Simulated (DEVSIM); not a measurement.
Device: abrupt Si p-n junction, at 300 K.

```
layer (left to right)  material  thickness (μm)  Nd (cm⁻³)  Na (cm⁻³)  τn (s)  τp (s)
---------------------  --------  --------------  ---------  ---------  ------  ------
1                            Si           0.150          -     1.5e19  1.5e-7  1.5e-7
2                            Si           0.740     4.9e17          -  1.5e-7  1.5e-7
```

Left contact: ohmic. Right contact: ohmic. Voltage is applied to the left contact. Recombination: SRH at mid-gap. Mobility is constant in doping.

The device is made up for the run: typed textbook-type constants, with dimensions and the other settings drawn at random. Values at 300 K; Nc and Nv go as T^1.5, mobilities as T to minus their exponent, the gap by Varshni's rule with the affinity fixed.

```tsv
parameter	Si
gap (eV)	1.124
affinity (eV)	4.05
permittivity	11.7
Nc (cm⁻³)	2.86e19
Nv (cm⁻³)	3.1e19
μn (cm²/Vs)	1417
μp (cm²/Vs)	470
T exponent of μn	2.3
T exponent of μp	2.2
Varshni α (eV/K)	0.000473
Varshni β (K)	636
```

Model (solved in DEVSIM): 1D drift-diffusion, Boltzmann statistics, complete ionisation; no tunnelling, impact ionisation, image-force lowering or self-heating.

The temperature was swept, all else fixed.

```
temperature (K)  dark forward voltage at 100 A/cm² (V)  dark forward voltage at 1 A/cm² (V)  potential step across the device at zero bias (V)
---------------  -------------------------------------  -----------------------------------  -------------------------------------------------
300                                              0.775                                0.656                                              1.000
350                                              0.696                                0.556                                              0.952
400                                              0.614                                0.455                                              0.901
450                                              0.530                                0.351                                              0.848
500                                              0.445                                0.246                                              0.793
```

From the first row to the last the dark forward voltage at 100 A/cm² goes from 0.775 to 0.445. From the first row to the last the dark forward voltage at 1 A/cm² goes from 0.656 to 0.246.
